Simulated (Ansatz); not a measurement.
## CsCl-type RuAl

Computed with r²SCAN (Ansatz, an electronic-structure program, PAW).

Settings: plane-wave cutoff 600 eV, 22×22×22 k mesh, Fermi–Dirac smearing 0.06 eV (set by the program), no spin polarisation, scalar-relativistic PAW data made under PBE.

Cell: measured lattice: a = 2.992 Å, b = 2.992 Å, c = 2.992 Å, α = 90.00°, β = 90.00°, γ = 90.00°.

```json
{
 "elastic constant C11": "334 GPa",
 "elastic constant C12": "151 GPa",
 "elastic constant C44": "133 GPa",
 "Voigt–Reuss–Hill bulk modulus": "212 GPa",
 "Voigt–Reuss–Hill shear modulus (Hill average)": "115 GPa",
 "young_modulus": "291 GPa",
 "poisson_ratio": "0.271"
}
```

Note: the cell isn't this level's own, so it is under some stress, which shifts stiffness and frequencies.

Elastic constants are with the ions relaxed.

Static lattice: no zero-point or thermal effects.

The result took around 8 core-minutes (rough).
